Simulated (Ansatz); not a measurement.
Fluorite AuAl2 was calculated with PBE (PAW; Ansatz, a quantum-chemistry and plane-wave program).

Settings: plane-wave cutoff 520 eV, 16×16×16 k mesh, Fermi–Dirac smearing 0.05 eV, scalar-relativistic PAW data made under PBE.

Pressure at four volumes; x = ln(V/18.555 Å³). One pressure is withheld.

```
V (Å³/atom)        x  P (GPa)
-----------  -------  -------
17.442       -0.0619     7.51
18.555        0.0000     0.00
19.297        0.0392    -3.73
19.668        0.0583        ?
```

Pass a parabola P(x) through the three rows shown, estimate the bulk modulus and its pressure derivative near zero pressure, and predict the withheld pressure.

Slopes between the rows: (0.00 − (7.51))/(0.0000 − (-0.0619)) = -121.32 and (-3.73 − (0.00))/(0.0392 − (0.0000)) = -95.15 GPa. Their difference over the span 0.1011 is c = 26.17/0.1011 = 258.9 GPa, so P(x) = 7.51 + (-121.32)(x − (-0.0619)) + 258.9 (x − (-0.0619))(x − (0.0000)). At the middle row B = −dP/dx = −[-121.32 + 258.9 × 0.0619] = 105.3 GPa, and B′ = dB/dP = 2c/B = 4.9. At x = 0.0583 the parabola gives -5.26 GPa; the run gives -5.28 GPa. The Birch–Murnaghan fit to the energies at all volumes has B0 = 105 GPa and B′ = 4.9.

Spin–orbit coupling is not included; it can shift volumes and moduli of such heavy elements.
